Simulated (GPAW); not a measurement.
## A self-consistent single point of AgBr (Fm-3m, 2 atoms in the cell) with GPAW

Level of theory: PBE, GPAW PAW datasets PBE (gpaw-data 1.0.1) (plane waves; GPAW).

Input:

```python
from ase import Atoms
from ase.units import GPa
from gpaw import GPAW, PW, FermiDirac

atoms = Atoms(['Ag', 'Br'],
              cell=[[0.000000, 2.885000, 2.885000],
                    [2.885000, 0.000000, 2.885000],
                    [2.885000, 2.885000, 0.000000]],
              scaled_positions=[[0.000000, 0.000000, 0.000000],
                                [0.500000, 0.500000, 0.500000]],
              pbc=True)

calc = GPAW(mode=PW(600),
            xc='PBE',
            kpts={'size': (10, 10, 10), 'gamma': True},
            occupations=FermiDirac(0.05),
            nbands=-6,
            convergence={'density': 1e-05, 'energy': 1e-05, 'bands': -4},
            symmetry={'symmorphic': False, 'tolerance': 0.0005},
            maxiter=120,
            txt='-')

atoms.calc = calc

energy = atoms.get_potential_energy()
print('Energy (eV):', round(energy, 6))
forces = atoms.get_forces()
print('Forces (eV/Ang):')
print(forces.round(5))
stress = atoms.get_stress()
print('Stress (GPa, Voigt):', (stress / GPa).round(4))
```

Log, with long lists cut:

```
Input parameters:
  convergence: {bands: -4,
                density: 1e-05,
                energy: 1e-05}
  kpts: {gamma: True,
         size: (10, 10, 10)}
  maxiter: 120
  mode: {ecut: 600.0,
         name: pw}
  nbands: -6
  occupations: {fixmagmom: False,
                name: fermi-dirac,
                width: 0.05}
  symmetry: {symmorphic: False,
             tolerance: 0.0005}
  xc: PBE

species:
  Ag:
    name: Silver
    Z: 47.0
    valence: 17
    core: 30
    charge: 0.0
    file: Ag.PBE.gz

    # Using partial waves for Ag as LCAO basis

  Br:
    name: Bromine
    Z: 35.0
    valence: 7
    core: 28
    charge: 0.0
    file: Br.PBE.gz

    # Using partial waves for Br as LCAO basis

Reference energy: -215500.074083  # eV

Spin-paired calculation

Convergence criteria:
 Maximum [total energy] change in last 3 cyles: 1e-05 eV / valence electron
 Maximum integral of absolute [dens]ity change: 1e-05 electrons / valence electron
 Maximum integral of absolute [eigenst]ate change: 4e-08 eV^2 / valence electron
 Maximum number of scf [iter]ations: 120

Symmetries present (total): 48
Symmetries with fractional translations: 0
1000 k-points: 10 x 10 x 10 Monkhorst-Pack grid + [1/20,1/20,1/20]
47 k-points in the irreducible part of the Brillouin zone
       k-points in crystal coordinates                weights
   0:     0.00000000    0.00000000    0.00000000          1/1000
   1:     0.10000000    0.10000000    0.00000000          6/1000
   2:     0.10000000    0.10000000    0.10000000          8/1000
   [... 7 lines left out ...]
          ...
  46:     0.50000000    0.50000000    0.50000000          4/1000

Wave functions: Plane wave expansion
  Cutoff energy: 600.000 eV
  Number of coefficients (min, max): 1583, 1639
  Pulay-stress correction: 0.000000 eV/Ang^3 (de/decut=0.000000)

Occupation numbers: Fermi-Dirac:
  width: 0.0500  # eV

Eigensolver

Densities:
  Coarse grid: 24*24*24 grid
  Fine grid: 48*48*48 grid
  Total Charge: 0.000000

Density mixing:
  Method: separate
  Backend: pulay
  Linear mixing parameter: 0.05
  old densities: 5
  Damping of long wavelength oscillations: 50

Hamiltonian:
  XC and Coulomb potentials evaluated on a 48*48*48 grid
  External potential:
    NoExternalPotential

XC parameters: PBE with 2 nearest neighbor stencil

Number of atoms: 2
Number of atomic orbitals: 16
Number of bands in calculation: 18
Number of valence electrons: 24
Bands to converge: 14

Density initialized from atomic densities
  16 bands from LCAO basis set
  2 bands from random numbers

Atomic positions and initial magnetic moments

Positions:
   0 Ag     0.000000    0.000000    0.000000    ( 0.0000,  0.0000,  0.0000)
   1 Br     2.885000    2.885000    2.885000    ( 0.0000,  0.0000,  0.0000)

Unit cell:
           periodic     x           y           z      points  spacing
  1. axis:    yes    0.000000    2.885000    2.885000    24     0.1388
  2. axis:    yes    2.885000    0.000000    2.885000    24     0.1388
  3. axis:    yes    2.885000    2.885000    0.000000    24     0.1388

  Lengths:   4.080006   4.080006   4.080006
  Angles:   60.000000  60.000000  60.000000

Effective grid spacing dv^(1/3) = 0.1515

     iter     time        total  log10-change:
                         energy   eigst   dens
iter:   1 --:--:--    -5.193655   +0.32
iter:   2 --:--:--    -5.172006   -1.46  -1.63
iter:   3 --:--:--    -5.102074   -1.98  -1.66
iter:   4 --:--:--    -5.095242   -3.19  -1.97
iter:   5 --:--:--    -5.101905   -3.06  -1.99
iter:   6 --:--:--    -5.099222   -4.52  -2.58
iter:   7 --:--:--    -5.093488   -3.32  -2.65
iter:   8 --:--:--    -5.093476   -5.58  -3.37
iter:   9 --:--:--    -5.093707c  -4.91  -3.40
iter:  10 --:--:--    -5.093495c  -4.84  -3.34
iter:  11 --:--:--    -5.093493c  -7.13  -4.29
iter:  12 --:--:--    -5.093493c  -8.40c -4.69
iter:  13 --:--:--    -5.093493c  -7.26  -4.64
iter:  14 --:--:--    -5.093493c  -8.32c -4.65
iter:  15 --:--:--    -5.093493c  -7.85c -4.84
iter:  16 --:--:--    -5.093493c  -9.66c -5.10c

Converged after 16 iterations.

Dipole moment: (-0.000000, -0.000000, -0.000000) |e|*Ang

Energy contributions relative to reference atoms: (reference = -215500.074083)

Kinetic:        +11.528496
Potential:      -11.081600
External:        +0.000000
XC:              -5.567319
Entropy (-ST):   -0.000012
Local:           +0.026937
SIC:             +0.000000
--------------------------
Free energy:     -5.093499
Extrapolated:    -5.093493

Showing only first 2 kpts
 Kpt  Band  Eigenvalues  Occupancy
  0    10      2.07102    2.00000
  0    11      2.07102    2.00000
  0    12      4.63345    0.01445
  0    13     13.90208    0.00000

  1    10      2.13659    2.00000
  1    11      2.25983    2.00000
  1    12      5.43784    0.00000
  1    13     13.09052    0.00000

Fermi level: 4.38731

Gap: 0.660 eV
Transition (v -> c):
  (s=0, k=46, n=11, [0.50, 0.50, 0.50]) -> (s=0, k=0, n=12, [0.00, 0.00, 0.00])
Direct/indirect transitions are different
Direct gap: 2.562 eV
Transition at: (s=0, k=0, n=11, [0.00, 0.00, 0.00])
Energy (eV): -5.093493

Forces in eV/Ang:
  0 Ag    0.00000    0.00000    0.00000
  1 Br    0.00000   -0.00000    0.00000

Stress tensor:
    -0.010795     0.000000    -0.000000
     0.000000    -0.010795    -0.000000
    -0.000000    -0.000000    -0.010795
Stress (GPa, Voigt): [-1.7295 -1.7295 -1.7295 -0.     -0.      0.    ]
```

The run converged in 16 iterations. GPAW prints stress with tension positive.

The starting cell has typed, rounded lattice constants, without a prior relaxation at this level.
